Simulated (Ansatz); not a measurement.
The starting structures come from a database of crystals and need not be the phases stable at ambient conditions.

 Where the default PAW files enter, the runs use the earlier of Ansatz's two default sets.

Inside the gap of an insulator the Bloch states are evanescent, with a wavenumber k + iκ along the transport direction.

Given:

```xyz
4
Lattice="6.5333 0.0000 0.0000 2.1778 7.9394 0.0000 3.2667 0.0000 1.8860" Properties=species:S:1:pos:R:3 pbc="T T T"
Ga     2.1778     6.7133     0.0000
Ga     6.5333     1.2173     0.0000
Se     9.8000     5.5383     1.8860
Se     4.3556     2.3944     0.0000
```

Space group of this cell: R3m. The cell was relaxed by PBE-D3(BJ); by PBEsol its mean pressure is -0.8 GPa.

Transport runs along the normal of the first two printed cell vectors, the (110) plane of the conventional cell.

The gap is the functional's own, uncorrected, and κ follows it; spin-orbit coupling is left out. Mid-gap values are interpolated between the computed energies.

Estimate the band gap and the smallest decay constant κ at mid-gap that PBEsol (Ansatz, a program for electronic structure) returns for this system.

Gap 0.71 eV on a 16×16×16 mesh; κ = 0.091 1/Å, at (0.000, 0.500) of the in-plane reciprocal vectors. At the zone centre, at the nearest computed energy, the slowest state has κ = 0.15 1/Å.
